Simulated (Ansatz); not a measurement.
System: Ta₂O₅ (within 0.1 Å of Cmmm, No. 65, 7 atoms in the cell; start mp-1238961). Method: PBEsol (Ansatz, a program for electronic structure, plane waves, PAW).

The input as run:

Ansatz 0.2 input:
```yaml
crystal:
  lattice:
    - [3.8393506758, 0.0, -0.0295522336]
    - [0.0, 3.8599771858, 0.0]
    - [-1.8681916354, 0.0, 6.5187628199]
  atoms:
    - { symbol: Ta, position: [0.6461161128, 0.0, 0.7921446301] }
    - { symbol: Ta, position: [0.3538838872, 0.0, 0.2078553699] }
    - { symbol: O, position: [0.6496712698, 0.5, 0.7989406087] }
    - { symbol: O, position: [0.3503287302, 0.5, 0.2010593913] }
    - { symbol: O, position: [0.1852198259, 0.0, 0.870315152] }
    - { symbol: O, position: [0.8147801741, 0.0, 0.129684848] }
    - { symbol: O, position: [0.5, 0.0, 0.5] }
basis:
  ecutwfc: 520
  ecutrho_ratio: 4
  xc_grid: 2
kpoints:
  mp_grid: { grid: [10, 10, 6] }
  band_path:
    path:
      - [0.0, 0.0, 0.0]
      - [0.0, 0.0625, 0.0]
      - [0.0, 0.125, 0.0]
      - [0.0, 0.1875, 0.0]
      - [0.0, 0.25, 0.0]
      - [0.0, 0.3125, 0.0]
      - [0.0, 0.375, 0.0]
      - [0.0, 0.4375, 0.0]
      - [0.0, 0.5, 0.0]
      - [0.0, 0.5, 0.125]
      - [0.0, 0.5, 0.25]
      - [0.0, 0.5, 0.375]
      - [0.0, 0.5, 0.5]
      - [0.0, 0.4375, 0.5]
      - [0.0, 0.375, 0.5]
      - [0.0, 0.3125, 0.5]
      - [0.0, 0.25, 0.5]
      - [0.0, 0.1875, 0.5]
      - [0.0, 0.125, 0.5]
      - [0.0, 0.0625, 0.5]
      - [0.0, 0.0, 0.5]
      - [0.0, 0.0, 0.375]
      - [0.0, 0.0, 0.25]
      - [0.0, 0.0, 0.125]
      - [-0.0625, 0.0, 0.0625]
      - [-0.125, 0.0, 0.125]
      - [-0.1875, 0.0, 0.1875]
      - [-0.25, 0.0, 0.25]
      - [-0.3125, 0.0, 0.3125]
      - [-0.375, 0.0, 0.375]
      - [-0.4375, 0.0, 0.4375]
      - [-0.5, 0.0, 0.5]
      - [-0.5, 0.0625, 0.5]
      - [-0.5, 0.125, 0.5]
      - [-0.5, 0.1875, 0.5]
      - [-0.5, 0.25, 0.5]
      - [-0.5, 0.3125, 0.5]
      - [-0.5, 0.375, 0.5]
      - [-0.5, 0.4375, 0.5]
      - [-0.5, 0.5, 0.5]
      - [-0.4375, 0.5, 0.4375]
      - [-0.375, 0.5, 0.375]
      - [-0.3125, 0.5, 0.3125]
      - [-0.25, 0.5, 0.25]
      - [-0.1875, 0.5, 0.1875]
      - [-0.125, 0.5, 0.125]
      - [-0.0625, 0.5, 0.0625]
      - [-0.0625, 0.5, 0.0]
      - [-0.125, 0.5, 0.0]
      - [-0.1875, 0.5, 0.0]
      - [-0.25, 0.5, 0.0]
      - [-0.3125, 0.5, 0.0]
      - [-0.375, 0.5, 0.0]
      - [-0.4375, 0.5, 0.0]
      - [-0.5, 0.5, 0.0]
      - [-0.5, 0.4375, 0.0]
      - [-0.5, 0.375, 0.0]
      - [-0.5, 0.3125, 0.0]
      - [-0.5, 0.25, 0.0]
      - [-0.5, 0.1875, 0.0]
      - [-0.5, 0.125, 0.0]
      - [-0.5, 0.0625, 0.0]
      - [-0.5, 0.0, 0.0]
      - [-0.4375, 0.0, 0.0]
      - [-0.375, 0.0, 0.0]
      - [-0.3125, 0.0, 0.0]
      - [-0.25, 0.0, 0.0]
      - [-0.1875, 0.0, 0.0]
      - [-0.125, 0.0, 0.0]
      - [-0.0625, 0.0, 0.0]
    npoints: 1
hamiltonian:
  xc: pbesol
  dispersion: none
  pseudopotentials: { kind: paw }
scf:
  occupations: { method: fermi_dirac, width: 0.01 }
  convergence: { dr2_threshold: 0.0000000007 }
output:
  forces: true
  stress: true
  eigenvalues: true
  write_bands: true
```

Output (set-up and result lines):

```
Crystal: 7 atoms, lattice volume = 96.394 Å³
Basis set: ecut = 520 eV, 2577 PW (Γ), exchange–correlation on 60×60×108 points (8 copies of the dense FFT grid, shifted against one another)
Bands: 35, of which v1, the nominal top of the filled ones, is band 28 counted from 1 (27 counted from 0)
Symmetry: 4 space group operations
Space group: P2/m (ITA 10), of the structure as read, at distance tolerance 4.6e-5 Å
k-points: 192 of 600
Functional: x = pbesol(κ = 0.804, μ = 0.12345679012345678), c = pbesol(β = 0.046)
SCF iter   1: F=—  HF=-22424.651370 eV  |F-HF|=—  |Δ(HF+E_count)|=         —  Δρ=1.73e-2  dr2=2.51e-1
SCF iter   2: F=—  HF=-22424.596978 eV  |F-HF|=—  |Δ(HF+E_count)|=   5.44e-2  Δρ=4.74e-3  dr2=1.48e-2
  ...
SCF iter  10: F=—  HF=-22424.594194 eV  |F-HF|=—  |Δ(HF+E_count)|=   8.75e-8  Δρ=7.81e-7  dr2=1.31e-9
SCF iter  11: F=-22424.594194 eV  HF=-22424.594194 eV  |F-HF|=1.82e-11  |Δ(HF+E_count)|=   3.70e-9  Δρ=3.78e-7  dr2=1.27e-10
SCF 1 converged in 11 iterations: F = -22424.594194 eV  dr2 = 1.27e-10
SCF converged after 11 iterations
Free energy (F): -22424.594194 eV
Internal energy: -22424.594194 eV  (E = F + TS)
E sigma→0 (E₀):  -22424.594194 eV
Fermi energy:    8.101927 eV
--- Forces (eV/Å), atoms counted from 1 ---
  atom   1  Ta    -0.00010587     0.00000000     0.00019602
  atom   2  Ta     0.00010587    -0.00000000    -0.00019602
  atom   3  O     -0.00024380     0.00000000     0.00041908
  atom   4  O      0.00024380    -0.00000000    -0.00041908
  atom   5  O      0.00002641     0.00000000     0.00026147
  atom   6  O     -0.00002641    -0.00000000    -0.00026147
  atom   7  O     -0.00000000     0.00000000     0.00000000
--- Stress (GPa, compression-positive) ---
       -0.002851       0.000000      -0.000307
        0.000000       0.000556      -0.000000
       -0.000307      -0.000000       0.001387
  P = ⅓ Tr σ = -0.0003 GPa (-0.003 kbar)
```

The PAW data were made under PBE.

A start named mp-… is a Materials Project structure, which need not be a measured phase.
